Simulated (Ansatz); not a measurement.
Start from CdSe in the zinc blende structure (space group F-43m, No. 216; a = 6.0816 Å).

The values are results of PBEsol/PAW in Ansatz (a program for electronic structure), spin-orbit coupling left out, not measurements.

Base values:

The band gap is 0.48 eV and the electron mass is 0.049 mₑ (at Γ).

It is then changed as follows: the cell is scaled by 1.0200 in all directions; the atoms relax in the strained cell.

### Question
Estimate the effect on the band gap and electron mass.

### Answer
The band gap falls by 0.115 eV (0.48 eV → 0.37 eV); the electron mass becomes 0.040 mₑ (at Γ) (base: 0.049 mₑ (at Γ)).

Effective masses come from finite differences of ±0.01 Å⁻¹. No phonon test of stability was made.
